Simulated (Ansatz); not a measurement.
```
CELL_PARAMETERS angstrom
     -1.40632     1.40632     1.40632
      1.40632    -1.40632     1.40632
      1.40632     1.40632    -1.40632
ATOMIC_POSITIONS crystal
  Fe 0.00000 0.00000 0.00000
```

Spin-polarised, with starting moments of sign Fe+.

Computed with PBE/PAW in Ansatz (a first-principles code), no SOC, earlier PAW set. k-mesh 33×33×33 (Γ-centred); smearing 0.1 eV (Fermi–Dirac).

Problem. What is the computed pressure?

Solution. 4.1 GPa.

Problem. Predict the largest site moment.

Solution. 2.17 μB.

Problem. What band gap does the calculation give?

Solution. Zero.

The magnetic state is the one reached from the starting moments; the real material's order can differ, and small cells can't hold many antiferromagnetic ones. The cells carry an imposed strain or load. No phonon test of stability was made. The cell was made from Fe in the bcc (W type) structure (space group Im-3m, No. 229; ferromagnetic) by this change: isotropic strain −0.67 %.
